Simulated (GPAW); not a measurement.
**Pressure against volume in CuAu-type CuAu (space group 123) (GPAW, PBE)**

```
CELL_PARAMETERS angstrom
      2.75021     0.00000     0.00000
      0.00000     2.75021     0.00000
      0.00000     0.00000     3.60474
ATOMIC_POSITIONS crystal
  Cu 0.00000 0.00000 0.00000
  Au 0.50000 0.50000 0.50000
```

Method of the run: PBE, GPAW PAW datasets PBE (gpaw-data 1.0.1) (plane waves; GPAW 25.7.0). Settings: mode = pw; ecut = 780 eV; xc = PBE; kpts = 21 21 16; mesh shift (steps) = 0 0 0; occupations.name = fermi-dirac; occupations.width = 0.05 eV; nbands = -10; convergence.density = 1e-05 e/electron; convergence.energy = 1e-05 eV/electron; symmetry.symmorphic = false; symmetry.tolerance = 0.0005; maxiter = 150. The cell above is the first row's. The rows scale it uniformly. In all rows fractional positions and the k mesh are held.

```
V (Å^3/atom)  P (GPa)
------------  -------
13.633              ?
13.929          14.81
14.225          10.44
14.522           6.61
14.818           3.22
15.114           0.24
15.411          -2.38
15.707          -4.69
16.003          -6.71
```

Problem. Fit P against V with a cubic, and predict the withheld value at V = 13.633.

Solution. With u = V - 15.0, the rows have u = -1.0710, -0.7750, -0.4780, -0.1820, 0.1140, 0.4110, 0.7070, 1.0030. Least squares gives P = 1.341 - 9.8988·u + 2.1677·u² - 0.3047·u³. Residuals (row less fit): 0.007, -0.016, 0.009, 0.004, 0.000, 0.002, -0.008, 0.004; standard error 0.011 (degrees of freedom: 4). The fitted pressure is zero at V0 = 15.14, where dP/dV = -9.311, so B0 = -V0·dP/dV = 141 GPa. At the withheld row, u = -1.3670, so P = 1.341 - 9.8988 × (-1.3670) + 2.1677 × (-1.3670)² - 0.3047 × (-1.3670)³ = 19.702 GPa. The calculation gives 19.76 GPa, 0.058 GPa above the prediction (0.2 % of the range of P in the table). The row lies outside the fitted rows, so this is an extrapolation. From the scatter of the fitted rows alone, a prediction at this place has a standard error of 0.030 GPa, so the miss is 2.0 times that.

Carrying the step between the two nearest rows on in a straight line would have given 19.18, off by 0.58; series whose last step already gives the withheld value aren't shown. The scan was laid around a cell of about the measured size, scaled by a guess for this functional; axis ratios and inner coordinates come from that cell. The runs keep the symmetry of the cell, so they don't test it for distortions. Spin polarisation is off. Spin-orbit coupling is off. The shape of the cell and the inner coordinates aren't relaxed, so V0 and B0 belong to this uniform scaling; a relaxed crystal lies no higher in energy and is usually softer. Cutoffs and mesh are single choices, not tested for convergence of this quantity. Series with a scatter that would blur these digits, or in which a gap closes, are not shown.
